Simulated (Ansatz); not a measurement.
Results of LDA in Ansatz (PAW) for TmAu₃ (Pmmn, No. 59).

Settings: plane-wave cutoff 500 eV, 12×10×12 k mesh (along the axes of the cell as run), Fermi–Dirac smearing 0.1 eV, spin-polarised start, scalar-relativistic PAW data made under PBE.

Computed at the level's own relaxed cell.

Question: Give the computed equilibrium volume per atom.

Answer: 
- equilibrium volume per atom = 18.30 Å³/atom

The run finds no gap.

Note: the magnetic order was assumed, not searched for or taken from measurement; the 4f shell is treated without U or exact exchange, so its levels and filling can be wrong.

Spin–orbit coupling is not included; it can shift volumes and moduli of such heavy elements.

Computed values are for the static lattice.

The result took roughly 60 core-minutes.

Ansatz is a quantum-chemistry and plane-wave program.
